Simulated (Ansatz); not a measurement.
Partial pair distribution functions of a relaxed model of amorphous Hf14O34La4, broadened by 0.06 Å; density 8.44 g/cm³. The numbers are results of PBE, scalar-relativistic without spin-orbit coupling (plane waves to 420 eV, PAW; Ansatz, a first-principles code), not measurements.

It comes from a melt-quench run on a machine-learned potential (CHGNet), relaxed afterwards by DFT. O atoms were pushed apart under 1.9 Å during the dynamics, to hinder bonds among them. The hot cell started wider than the set density and was brought back towards it in steps. It is the lowest in DFT energy of 2 quenches. It is a model cell: composition and starting density were chosen by hand, and all elements were melted together. No dispersion term was used. Its density started from a set value of 8.41 and ended at 8.44 g/cm³. The quench (nominally 450 K/ps over its main leg) was far faster than any real one, so the model tends to hold more defects than a real film. Values belong to this one cell and scatter from quench to quench. The volume was free in the relaxation, at fixed shape. Stress components on the final sampling reach 2.8 GPa.

| r (Å) | g Hf-O | g O-La | g Hf-Hf | g O-O |
|---|---|---|---|---|
| 1.75 | 0.01 | 0.00 | 0.00 | 0.00 |
| 1.85 | 0.33 | 0.00 | 0.00 | 0.00 |
| 1.95 | 2.53 | 0.00 | 0.00 | 0.00 |
| 2.05 | 7.64 | 0.00 | 0.00 | 0.00 |
| 2.15 | 7.39 | 0.07 | 0.00 | 0.00 |
| 2.25 | 2.72 | 1.04 | 0.00 | 0.00 |
| 2.35 | 0.94 | 3.97 | 0.00 | 0.05 |
| 2.45 | 0.46 | 4.57 | 0.00 | 0.60 |
| 2.55 | 0.44 | 3.01 | 0.00 | 1.66 |
| 2.65 | 0.23 | 2.81 | 0.00 | 2.35 |
| 2.75 | 0.23 | 1.19 | 0.00 | 2.56 |
| 2.85 | 0.25 | 0.56 | 0.00 | 2.30 |
| 2.95 | 0.13 | 0.87 | 0.01 | 2.06 |
| 3.05 | 0.19 | 0.77 | 0.42 | 1.73 |
| 3.15 | 0.23 | 0.43 | 1.82 | 1.29 |
| 3.25 | 0.27 | 0.47 | 1.99 | 0.99 |
| 3.35 | 0.30 | 0.09 | 2.52 | 0.89 |
| 3.45 | 0.43 | 0.31 | 3.34 | 0.82 |
| 3.55 | 0.74 | 0.63 | 2.84 | 0.76 |
| 3.65 | 0.75 | 0.67 | 2.59 | 0.72 |
| 3.75 | 0.74 | 0.80 | 1.40 | 0.76 |
| 3.85 | 0.75 | 0.50 | 1.14 | 0.96 |
| 3.95 | 0.87 | 0.18 | 1.32 | 1.02 |
| 4.05 | 0.91 | 0.68 | 1.69 | 0.94 |
| 4.15 | 1.13 | 1.28 | 1.53 | 1.23 |
| 4.25 | 1.07 | 1.35 | 1.11 | 1.08 |
| 4.35 | 1.17 | 0.63 | 0.56 | 0.79 |
| 4.45 | 1.72 | 0.73 | 0.21 | 0.63 |

Within 2.92 Å each Hf has 6.50 O neighbours on average.
